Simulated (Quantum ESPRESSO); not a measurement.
Quantum ESPRESSO is run on Na2B29 (Cm, 31 atoms in the cell), and the run fails. The aim is a self-consistent single point with DFT, PBEsol, plane waves, GBRV 1.5 ultrasoft (PBESOL) pseudopotentials.

Cell that was meant: a = 7.1732 Å, b = 7.1732 Å, c = 5.7835 Å, α = 113.67°, β = 113.67°, γ = 91.12°.

Part of the input:

```fortran
    nat = 31
    ntyp = 2
    ecutwfc = 40
    ecutrho = 40
    occupations = 'smearing'
    smearing = 'marzari-vanderbilt'
    degauss = 0.0073499
```

Log, with long lists cut:

```
 %%%%%%%%%%%%%%%%%%%%%%%%%%%%%%%%%%%%%%%%%%%%%%%%%%%%%%%%%%%%%%%%%%%%%%%%%%%%%%
     Error in routine set_cutoff (1):
     ecutrho <= ecutwfc?!?
 %%%%%%%%%%%%%%%%%%%%%%%%%%%%%%%%%%%%%%%%%%%%%%%%%%%%%%%%%%%%%%%%%%%%%%%%%%%%%%

     stopping ...
```

Q: From the messages shown, name the fault and mend the input.

A: The fault is a density cutoff or grid that is too coarse; here the program stops on it instead of giving results. To fix it, restore the density cutoff. The program stopped before any SCF iteration.

An input that runs soundly differs in these lines (not the only fix; some lines may just follow from the change or write a value another way):
```diff
-    ecutrho = 40
+    ecutrho = 200
```

With that input, the run converged in 13 iterations: free energy E − TS -5096.2997 eV; Fermi level (on the code's own zero) 7.76 eV; pressure 1.66 GPa; largest force (vector length) 1.414 eV/Å (DFT, PBEsol, plane waves, GBRV 1.5 ultrasoft (PBESOL) pseudopotentials).

On the sound input: the starting cell comes from a database of published, mostly measured structures (it also holds non-ambient and calculated ones), without a prior relaxation at this level. Its lattice was rescaled by a random factor within 2.5 % of one. Forces in this geometry exceed 1 eV/Å.
